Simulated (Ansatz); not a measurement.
We consider B12As2 (R-3m, No. 166, 14 atoms in the cell; start mp-624), described by dielectric-dependent PBEsol hybrid (PAW; Ansatz, a program for electronic structure).

Input:

Ansatz 0.2 input:
```yaml
crystal:
  lattice:
    - [3.0612582782, 1.7674182909, 3.9476349017]
    - [-3.0612582782, 1.7674182909, 3.9476349017]
    - [0.0, -3.5348365819, 3.9476349017]
  atoms:
    - { symbol: B, position: [0.0156619191, 0.0156619191, 0.3246860399] }
    - { symbol: B, position: [0.9843380809, 0.9843380809, 0.6753139601] }
    - { symbol: B, position: [0.3246860399, 0.0156619191, 0.0156619191] }
    - { symbol: B, position: [0.6753139601, 0.9843380809, 0.9843380809] }
    - { symbol: B, position: [0.0156619191, 0.3246860399, 0.0156619191] }
    - { symbol: B, position: [0.9843380809, 0.6753139601, 0.9843380809] }
    - { symbol: B, position: [0.8217920721, 0.2725874325, 0.8217920721] }
    - { symbol: B, position: [0.1782079279, 0.7274125675, 0.1782079279] }
    - { symbol: B, position: [0.8217920721, 0.8217920721, 0.2725874325] }
    - { symbol: B, position: [0.1782079279, 0.1782079279, 0.7274125675] }
    - { symbol: B, position: [0.2725874325, 0.8217920721, 0.8217920721] }
    - { symbol: B, position: [0.7274125675, 0.1782079279, 0.1782079279] }
    - { symbol: As, position: [0.6008025596, 0.6008025596, 0.6008025596] }
    - { symbol: As, position: [0.3991974404, 0.3991974404, 0.3991974404] }
  host: atoms
basis:
  ecutwfc: 460
  ecutrho_ratio: 4
  xc_grid: 2
kpoints:
  mp_grid: { grid: [4, 4, 4] }
  band_path: { path: [[0, 0, 0], [0.166667, 0, 0]], npoints: 1 }
hamiltonian:
  xc:
    exchange: pbesol
    correlation: pbesol
    exx: { coeff: inverse_dielectric }
  dispersion: none
  pseudopotentials: { kind: paw }
scf:
  occupations: { method: fermi_dirac, width: 0.01 }
  convergence: { dr2_threshold: 0.0000000014 }
output:
  forces: true
  stress: true
  eigenvalues: true
  write_bands: true
```

### Question
How many irreducible k-points, plane waves at Γ does the program set up, and what pressure does the run end with?

### Answer
13 irreducible k-points, 2941 plane waves at Γ; P = -1.21 GPa, so the cell is stretched on average and its volume would shrink at this level.

Output (set-up and result lines):

```
WARN output.stress: scf.exx.energy_threshold = 1e-6 eV is looser than the 1.4e-7 eV advised for a stress under a hybrid functional (1e-8 eV for each atom of …
Crystal: 14 atoms, lattice volume = 128.153 Å³
Basis set: ecut = 460 eV, 2941 PW (Γ), exchange–correlation on 80×80×80 points (8 copies of the dense FFT grid, shifted against one another)
Bands: 47, of which v1, the nominal top of the filled ones, is band 33 counted from 1 (32 counted from 0)
Symmetry: 12 space group operations
Space group: R-3m (ITA 166), of the structure as read, at distance tolerance 5.0e-5 Å
k-points: 13 of 64
SCF iter   1: F=—  HF=-11460.474719 eV  |F-HF|=—  |Δ(HF+E_count)|=         —  Δρ=5.09e-3  dr2=5.41e-2
SCF iter   2: F=—  HF=-11460.458280 eV  |F-HF|=—  |Δ(HF+E_count)|=   1.64e-2  Δρ=2.53e-3  dr2=9.95e-3
  ...
Crystal: 14 atoms, lattice volume = 128.153 Å³
Initial density: handed on by an earlier stage of this run
Functional: x = 0.870908425615831 pbesol(κ = 0.804, μ = 0.12345679012345678) + 0.129091574384169 exact, c = pbesol(β = 0.046)
Crystal: 14 atoms, lattice volume = 128.153 Å³
SCF iter   3: F=—  HF=-11481.461032 eV  |F-HF|=—  |Δ(HF+E_count)|=   3.32e-9  Δρ=1.01e-6  dr2=3.24e-9
SCF iter   4: F=-11481.461032 eV  HF=-11481.461032 eV  |F-HF|=5.00e-10  |Δ(HF+E_count)|=   2.34e-8  Δρ=6.75e-7  dr2=5.49e-10
SCF 3 converged in 4 iterations: F = -11481.461032 eV  dr2 = 5.49e-10
Free energy (F): -11481.461032 eV
Internal energy: -11481.461032 eV  (E = F + TS)
E sigma→0 (E₀):  -11481.461032 eV
Fermi energy:    9.664693 eV
--- Forces (eV/Å), atoms counted from 1 ---
  atom   1  B     -0.00000000     0.02536537    -0.04213257
  atom   2  B      0.00000000    -0.02536537     0.04213257
  atom   3  B     -0.02196705    -0.01268268    -0.04213257
  atom   4  B      0.02196705     0.01268268     0.04213257
  atom   5  B      0.02196705    -0.01268268    -0.04213257
  atom   6  B     -0.02196705     0.01268268     0.04213257
  atom   7  B     -0.00064658     0.00037330     0.01011794
  atom   8  B      0.00064658    -0.00037330    -0.01011794
  atom   9  B      0.00000000    -0.00074661     0.01011794
  atom  10  B     -0.00000000     0.00074661    -0.01011794
  atom  11  B      0.00064658     0.00037330     0.01011794
  atom  12  B     -0.00064658    -0.00037330    -0.01011794
  atom  13  As    -0.00000000     0.00000000    -0.08534939
  atom  14  As     0.00000000    -0.00000000     0.08534939
--- Stress (GPa, compression-positive) ---
       -1.254580       0.000000       0.000000
        0.000000      -1.254580      -0.000000
        0.000000      -0.000000      -1.125556
  P = ⅓ Tr σ = -1.2116 GPa (-12.116 kbar)
```

The PAW data were made under PBE.

Note: cell and atoms aren't relaxed at this level (largest force component 0.09 eV/Å, pressure -1.2 GPa).

A start named mp-… is a Materials Project structure, which need not be a measured phase.
